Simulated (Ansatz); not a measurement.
Functionals compared on a constructed model of the (111) surface of fcc Ag, a pseudomorphic layer of Pt in the host's stacking (bottom of the slab: a bare face, its two planes held), in Ansatz (plane waves, PAW). The structure was relaxed with PBE; the other rows are single points on it. Cutoff 420 eV (500 eV for r2SCAN).

Set-up: 7 atoms, 14.4 Å thick at the start with caps and adatoms; mesh 15x15x1; 0.1 eV smearing; dipole correction on; 2 atoms held, the rest relaxed; symmetry of the start imposed; no spin, no spin-orbit, no U. In PBE it is, or lies within 0.01 eV a 1x1 cell of, the lowest of the 2 structures of its composition computed so far; subsurface sites and larger cells were not tried. These notes are the PBE run's.

```csv
functional,work function of the top face (eV),rough cost of the single point
PBE,5.74,–
RPBE,5.57,roughly 25 core-seconds
r2SCAN,…,about 50 core-seconds (a rough figure)
```

Complete the blanks.


- r2SCAN, work function of the top face (eV): 5.77

Ansatz is a quantum-chemistry and plane-wave program.
